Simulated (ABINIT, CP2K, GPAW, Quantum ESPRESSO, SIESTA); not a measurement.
## Code comparison for NiAl (Pm-3m, 2 atoms in the cell)

Relaxation of cell and atoms.

```
NiAl
1.0
    2.89000     0.00000     0.00000
    0.00000     2.89000     0.00000
    0.00000     0.00000     2.89000
Al Ni
1 1
Direct
  0.50000   0.50000   0.50000
  0.00000   0.00000   0.00000
```

Shared settings, as Quantum ESPRESSO writes them: occupations = smearing; smearing = fd; degauss = 0.0073499 Ry; K_POINTS = automatic 9 9 9 0 0 0. Potentials and cutoffs stand in the table.

```csv
code,model,final volume (Å³/atom),cutoff
SIESTA,"GGA PBE, numerical atomic orbitals TZP, PseudoDojo PBE standard norm-conserving potentials (rewritten from UPF to PSML)",11.99,grid 350 Ry
ABINIT,"PBE, PAW (JTH v2.0 PBE PAW)",12.14,60 Ry
CP2K,"PBE, GPW, DZVP-MOLOPT-SR-GTH basis, GTH-PBE potentials (GTH_POTENTIALS)",12.12,grid 600 Ry
Quantum ESPRESSO,"PBE, SSSP 1.1.2 efficiency (PBE) pseudopotentials",12.12,50 Ry
GPAW,"PBE, GPAW PAW datasets PBE (gpaw-data 1.0.1)",12.17,800 eV
```

On SIESTA's run: spin polarisation is off.

The spread over the programs that give each value: final volume within 0.18 Å³/atom.

SIESTA and CP2K use small atom-centred bases, whose incompleteness enters pressures, forces and empty levels differently from a plane-wave cutoff.

The starting cell has typed, rounded lattice constants, without a prior relaxation at this level.
